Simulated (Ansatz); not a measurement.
C11b WSi₂, treated with revPBE in Ansatz (plane waves, PAW).

Numerical settings: plane-wave cutoff 520 eV, 24×24×24 k mesh, Fermi–Dirac smearing 0.05 eV, no spin polarisation, scalar-relativistic PAW data made under PBE.

The volume scan:

```
V (Å³/atom)  E − E_lowest (meV/atom)  P (GPa)
-----------  -----------------------  -------
13.244                         15.78     9.50
13.520                          3.81     4.50
13.796                          0.00     0.01
14.072                          3.52    -4.02
14.348                         13.61    -7.63
```

### Question
Estimate the bulk modulus from the pressures at 13.520 and 14.072 Å³/atom, and compare it with a fit to all energies.

### Answer
B = −V dP/dV. Between V = 13.520 and 14.072 Å³/atom, dP/dV = (-4.02 − (4.50))/(14.072 − 13.520) = -15.4 GPa per Å³/atom; at the midpoint 13.796 Å³/atom this gives B ≈ 213 GPa. The third-order Birch–Murnaghan fit gives V0 = 13.797 Å³/atom, B0 = 212 GPa, B′ = 4.4, which lies within 1 % of that estimate.

Shape and atoms are relaxed at each volume.

Note: the bulk modulus comes from volumes at which shape and atoms were relaxed.

Spin–orbit coupling is not included.

The computed numbers hold no vibrational or temperature effects.

Ansatz is a quantum-chemistry and plane-wave program.
